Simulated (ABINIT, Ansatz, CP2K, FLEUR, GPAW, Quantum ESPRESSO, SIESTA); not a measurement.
**Sr2H3I (P-3m1, 6 atoms in the cell) computed with different codes at matched settings**

Self-consistent single point, at a second geometry (lattice scaled by 0.98). First geometry:

```yaml
crystal:
  lattice:
    - [4.24273, 0.00000, 0.00000]
    - [-2.12136, 3.67431, 0.00000]
    - [0.00000, 0.00000, 7.68275]
  atoms:
    - { symbol: Sr, position: [0.66667, 0.33333, 0.67866] }
    - { symbol: Sr, position: [0.33333, 0.66667, 0.32134] }
    - { symbol: H, position: [0.00000, 0.00000, 0.50000] }
    - { symbol: H, position: [0.66667, 0.33333, 0.35725] }
    - { symbol: H, position: [0.33333, 0.66667, 0.64275] }
    - { symbol: I, position: [0.00000, 0.00000, 0.00000] }
```

Shared settings, as Ansatz (a program for electronic structure) writes them: kpoints.mp_grid.grid = 6 6 3; scf.occupations.method = fermi_dirac; scf.occupations.width = 0.0015 Ry. Potentials and cutoffs stand in the table.

```json
[
 {"code": "CP2K", "model": "PBEsol, GPW, DZVP-MOLOPT-SR-GTH basis, GTH-PBE potentials (GTH_POTENTIALS)", "ΔF from the first geometry (meV/atom)": "-12.8", "pressure (GPa)": "-0.58", "largest force (eV/Å)": "0.028", "gap on the mesh (eV)": "1.025", "cutoff": "grid 500 Ry"},
 {"code": "SIESTA", "model": "GGA PBEsol, numerical atomic orbitals DZP, PseudoDojo PBEsol standard norm-conserving potentials (rewritten from UPF to PSML)", "ΔF from the first geometry (meV/atom)": "25.3", "pressure (GPa)": "4.96", "largest force (eV/Å)": "0.460", "gap on the mesh (eV)": "2.797", "cutoff": "grid 300 Ry"},
 {"code": "FLEUR", "model": "PBEsol, all-electron FLAPW (FLEUR), scalar-relativistic valence", "ΔF from the first geometry (meV/atom)": "-5.4", "pressure (GPa)": "–", "largest force (eV/Å)": "–", "gap on the mesh (eV)": "2.019", "cutoff": "Kmax 4.6 1/bohr"},
 {"code": "GPAW", "model": "PBEsol, GPAW PAW datasets PBEsol (made by gpaw-setup)", "ΔF from the first geometry (meV/atom)": "-3.7", "pressure (GPa)": "0.62", "largest force (eV/Å)": "0.111", "gap on the mesh (eV)": "2.038", "cutoff": "850 eV"},
 {"code": "ABINIT", "model": "PBEsol, norm-conserving pseudopotentials (PseudoDojo nc-sr-04 PBEsol standard)", "ΔF from the first geometry (meV/atom)": "-5.7", "pressure (GPa)": "0.30", "largest force (eV/Å)": "0.097", "gap on the mesh (eV)": "2.020", "cutoff": "36 Ha"},
 {"code": "Quantum ESPRESSO", "model": "PBEsol, PseudoDojo standard norm-conserving (PBESOL) pseudopotentials", "ΔF from the first geometry (meV/atom)": "-5.7", "pressure (GPa)": "0.30", "largest force (eV/Å)": "0.097", "gap on the mesh (eV)": "2.020", "cutoff": "75 Ry"},
 {"code": "Ansatz", "model": "PBEsol, default PAW files made with PBE", "ΔF from the first geometry (meV/atom)": "-5.6", "pressure (GPa)": "0.28", "largest force (eV/Å)": "0.097", "gap on the mesh (eV)": "2.020", "cutoff": "default"}
]
```

Size of the force on each atom (eV/Å): Sizes of forces hide their directions.

```
code                Sr1    Sr2     H3     H4     H5     I6
----------------  -----  -----  -----  -----  -----  -----
CP2K              0.028  0.028  0.000  0.011  0.011  0.000
SIESTA            0.460  0.460  0.000  0.256  0.256  0.000
GPAW              0.111  0.111  0.000  0.028  0.028  0.000
ABINIT            0.097  0.097  0.000  0.021  0.021  0.000
Quantum ESPRESSO  0.097  0.097  0.000  0.021  0.021  0.000
Ansatz            0.097  0.097  0.000  0.022  0.022  0.000
```

A dash marks a value that a program does not give, or that is left out as unsure.

Gaps are read on the mesh.

On Ansatz's run: spin-orbit coupling is off.

The spread over the programs that give each value: ΔF from the first geometry within 38.1 meV/atom; pressure within 5.54 GPa; largest force within 0.432 eV/Å; gap on the mesh within 1.772 eV.

CP2K and SIESTA use small atom-centred bases, whose incompleteness enters pressures, forces and empty levels differently from a plane-wave cutoff. FLEUR treats all electrons, but the usual bases taken here (sphere radii, linearisation, local orbitals, empty states) were not tested for convergence, so the values are no reference for the others. Ansatz's pressure is given at a fixed set of plane waves, as the other plane-wave codes print theirs; with its correction for the finite basis it is 0.33 GPa. In the pressure, SIESTA (by 4.66) lies more than 1 GPa from the median of the plane-wave programs. In the gap, CP2K (by 0.995) and SIESTA (by 0.777) lie more than 0.12 eV from the median of the plane-wave programs. In the force vectors, SIESTA (by 0.362) lies more than 0.08 eV/Å from the median of the plane-wave programs.

The starting cell comes from a database of computed structures (which also holds hypothetical and non-ambient phases and stackings), without a prior relaxation at this level. For this run, on top of that: lattice scaled by 0.98.

Keys are those of Ansatz 0.2.
